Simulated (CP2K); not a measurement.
Band structure of La2O3 (P-3m1, 5 atoms in the cell).

```xyz
5
Lattice="3.9591 0.0000 0.0000 -1.9795 3.4287 0.0000 0.0000 0.0000 6.1560" Properties=species:S:1:pos:R:3 pbc="T T T"
La     1.9795     1.1429     4.6401
La     0.0000     2.2858     1.5158
O      1.9795     1.1429     2.1799
O      0.0000     2.2858     3.9761
O      0.0000     0.0000     0.0000
```

Method: PBE, GPW, DZVP-MOLOPT-SR-GTH basis, GTH-PBE potentials (GTH_POTENTIALS) in CP2K 2026.2.

Settings: CUTOFF = 500 Ry; REL_CUTOFF = 50 Ry; KPOINTS/SCHEME = MONKHORST-PACK 7 7 4; GAMMA_CENTERED = T; XC_FUNCTIONAL = PBE; La/BASIS_SET = DZVP-MOLOPT-SR-GTH; La/POTENTIAL = GTH-PBE-q11; O/BASIS_SET = DZVP-MOLOPT-SR-GTH; O/POTENTIAL = GTH-PBE-q6; METHOD = GPW; EPS_DEFAULT = 1e-10; EXTRAPOLATION = USE_GUESS; NGRIDS = 5; SCF_GUESS = ATOMIC.

The starting cell comes from a database of computed structures (which also holds hypothetical and non-ambient phases and stackings), without a prior relaxation at this level. Its lattice was rescaled by a random factor within 2.5 % of one. Values carry the incompleteness of an atom-centred basis.

Task: Predict the gap along the standard path and the places of the band edges.

Result: The gap along the path is 3.82 eV, from L to K; the smallest direct gap on it is 3.97 eV.

Levels in eV from the top of the valence band on the SCF mesh, bands 17 to 21:
| point | 17 | 18 | 19 | 20 | 21 |
|---|---|---|---|---|---|
| Γ | -1.60 | -0.32 | -0.32 | -0.04 | 4.70 |
| M | -0.69 | -0.62 | -0.43 | -0.24 | 3.96 |
| K | -0.80 | -0.80 | -0.76 | -0.13 | 3.84 |
| A | -0.95 | -0.71 | -0.23 | -0.23 | 5.14 |
| L | -0.94 | -0.66 | -0.36 | 0.02 | 4.82 |
| H | -0.61 | -0.26 | -0.26 | -0.22 | 4.46 |

Higher empty bands are left out: an atom-centred basis made for the valence describes them poorly.
